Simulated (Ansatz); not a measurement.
The parent structure is Sc in the hcp (Mg type) structure (space group P6_3/mmc, No. 194; a = 3.275 Å, c = 5.105 Å; relaxed with 0.1 eV smearing). Axes: x lies along a and z along c of the hexagonal cell.

Calculations: PBEsol, PAW, 420 eV (Ansatz, an electronic-structure program; no SOC).

Before the change:

```
Item                            Result
-----------------------------  -------
Pressure                       0.0 GPa
Shortest interatomic distance  3.177 Å
```

Perturbation: the cell is stretched by 1.50 % along x with no lateral relaxation, atoms relaxed at fixed cell.

### Question
Estimate the effect on the pressure and shortest interatomic distance.

### Answer
The pressure (mean of the normal stresses, compression positive) goes from zero to -0.8 GPa; the shortest interatomic distance grows by 0.007 Å, from 3.177 Å to 3.184 Å.

The cells carry an imposed strain or load. Whether these cells are dynamically stable was not tested. The final runs are not spin-polarised.
